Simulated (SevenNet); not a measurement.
## L1₀ (CuAu-type) FePt

All values below come from the machine-learned potential SevenNet-l3i5 (trained on PBE and PBE+U data).

Cell (relaxed at this level):

```
FePt
1.0
    2.73097     0.00000     0.00000
    0.00000     2.73097     0.00000
    0.00000     0.00000     3.77235
Fe Pt
1 1
Direct
  0.00000   0.00000   0.00000
  0.50000   0.50000   0.50000
```

| Quantity | Result |
|---|---|
| lattice parameter a | 2.731 Å |
| lattice parameter c | 3.772 Å |

Measured, for comparison: lattice constant a 2.727 Å (room temperature, no zero-point or thermal correction, P4/mmm two-atom cell, a_fct/√2; as tabulated in Sawada et al. (2023), arXiv:2212.12065); lattice parameter c 3.726 Å (room temperature, no zero-point or thermal correction, 0.1 GPa; as tabulated in Sawada et al. (2023), arXiv:2212.12065). Computed (rounded) less measured: lattice constant a +0.1 %, lattice parameter c +1.2 %.

A machine-learned potential is trained on density-functional data: it inherits that level's misses and adds fitting errors of its own.

Note: the model gives imaginary modes for this phase (in the spectrum interpolated from a supercell).
